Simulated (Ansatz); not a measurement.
Input:

```yaml
crystal:
  lattice:
    - [3.98419, -3.98419, -3.98419]
    - [-3.98419, 3.98419, -3.98419]
    - [3.98419, 3.98419, 3.98419]
  atoms:
    - { symbol: O, position: [0.62708, 0.62705, 0.12764] }
    - { symbol: K, position: [0.99335, 0.99334, 0.99812] }
    - { symbol: K, position: [0.99333, 0.49747, 0.49389] }
    - { symbol: K, position: [0.49755, 0.99329, 0.49388] }
    - { symbol: Ta, position: [0.49512, 0.49505, 0.50790] }
    - { symbol: Ta, position: [0.00167, 0.00166, 0.50228] }
    - { symbol: Ta, position: [0.00738, 0.49513, 0.99574] }
    - { symbol: Ta, position: [0.49514, 0.00731, 0.99567] }
    - { symbol: O, position: [0.23848, 0.49101, 0.24428] }
    - { symbol: O, position: [0.74263, 0.99478, 0.24323] }
    - { symbol: O, position: [0.74373, 0.49102, 0.73903] }
    - { symbol: O, position: [0.23638, 0.98518, 0.73696] }
    - { symbol: O, position: [0.74263, 0.74256, 0.49534] }
    - { symbol: O, position: [0.23640, 0.23633, 0.48587] }
    - { symbol: O, position: [0.23850, 0.74366, 0.99170] }
    - { symbol: O, position: [0.74371, 0.23841, 0.99167] }
    - { symbol: O, position: [0.49102, 0.23840, 0.24424] }
    - { symbol: O, position: [0.99483, 0.74257, 0.24321] }
    - { symbol: O, position: [0.98529, 0.23634, 0.73701] }
    - { symbol: O, position: [0.49108, 0.74365, 0.73905] }
```

Spin-polarised, with starting moments of sign O+ K0 K0 K0 Ta0 Ta0 Ta0 Ta0 O+ O+ O+ O+ O+ O+ O+ O+ O+ O+ O+ O+.

All numbers come from plane-wave PAW DFT at the PBEsol level (Ansatz, an electronic-structure program, 420 eV), without spin-orbit coupling, earlier PAW set. Γ-centred 4×4×4 mesh, Fermi–Dirac width 0.01 eV.

**Question.** What is the computed gap of the supercell?

**Answer.** 0.88 eV.

**Question.** Estimate the total moment of the cell.

**Answer.** 3.0 μB.

**Question.** What is the computed pressure?

**Answer.** -0.3 GPa.

The magnetic state is the one reached from the starting moments; the real material's order can differ, and small cells can't hold many antiferromagnetic ones. The cell is small, so the values are those of an ordered compound at a high defect concentration; dilute-limit values will differ. Spin-orbit coupling, missing from the scalar runs, can matter with Ta. The cell was made from KTaO3 in the cubic perovskite structure (space group Pm-3m, No. 221) by this change: O on a K site (antisite). The defect cell is spin-polarised and ends with 3.0 μB.
